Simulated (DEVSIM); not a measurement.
Structure: Ti/SiO2/p-Ge capacitor, at 300 K.

| layer (left to right) | material | thickness (nm) | Na (cm⁻³) |
|---|---|---|---|
| 1 | SiO2 | 43.0 | - |
| 2 | Ge | 1400 | 1.8e17 |

Metal gate on the left, work function 4.33 eV. Fixed charge at the semiconductor interface 3.6e11 cm⁻² (in units of +e); interface traps 1e12 cm⁻² eV⁻¹, uniform in energy, neutral level at 0.5 of the gap above the valence band.

The device is made up for the run: typed textbook-type constants, with dimensions and the other settings drawn at random. Values at 300 K.

```tsv
parameter	SiO2	Ge
gap (eV)	9	0.664
affinity (eV)	0.9	4
permittivity	3.9	16
Nc (cm⁻³)	-	1.04e19
Nv (cm⁻³)	-	6e18
```

DEVSIM, 1D Poisson equation in equilibrium, Boltzmann statistics, complete ionisation; no quantum confinement or tunnelling. Metal contacts follow the ideal Schottky-Mott rule: no Fermi-level pinning, no interface dipoles.

Tabulate band edges, carrier densities and field at -3.4 V on the gate.

Energies count from the Fermi level of the right contact; mesh points crowd at the junctions.

```csv
x (μm),Ec (eV),Ev (eV),n (cm⁻³),p (cm⁻³),field (V/cm)
0.000,6.830,-2.170,< 1e2,< 1e2,-720000
0.001508,6.722,-2.278,< 1e2,< 1e2,-720000
0.004676,6.494,-2.506,< 1e2,< 1e2,-720000
0.01193,5.973,-3.027,< 1e2,< 1e2,-720000
0.02971,4.694,-4.306,< 1e2,< 1e2,-720000
0.03771,4.120,-4.880,< 1e2,< 1e2,-720000
0.04121,3.868,-5.132,< 1e2,< 1e2,-720000
0.04317,0.638,-0.026,2.0e8,2.2e18,-96000
0.04494,0.624,-0.040,3.4e8,1.3e18,-66000
0.04882,0.605,-0.059,7.1e8,6.2e17,-35000
0.05812,0.586,-0.078,1.5e9,2.9e17,-12000
0.08993,0.574,-0.090,2.4e9,1.8e17,-610
0.1539,0.573,-0.091,2.4e9,1.8e17,≈ 0
0.2943,0.573,-0.091,2.4e9,1.8e17,≈ 0
0.7889,0.573,-0.091,2.4e9,1.8e17,≈ 0
1.163,0.573,-0.091,2.4e9,1.8e17,≈ 0
1.319,0.573,-0.091,2.4e9,1.8e17,≈ 0
1.391,0.573,-0.091,2.4e9,1.8e17,≈ 0
1.426,0.573,-0.091,2.4e9,1.8e17,≈ 0
1.436,0.573,-0.091,2.4e9,1.8e17,≈ 0
1.441,0.573,-0.091,2.4e9,1.8e17,≈ 0
1.443,0.573,-0.091,2.4e9,1.8e17,≈ 0
```
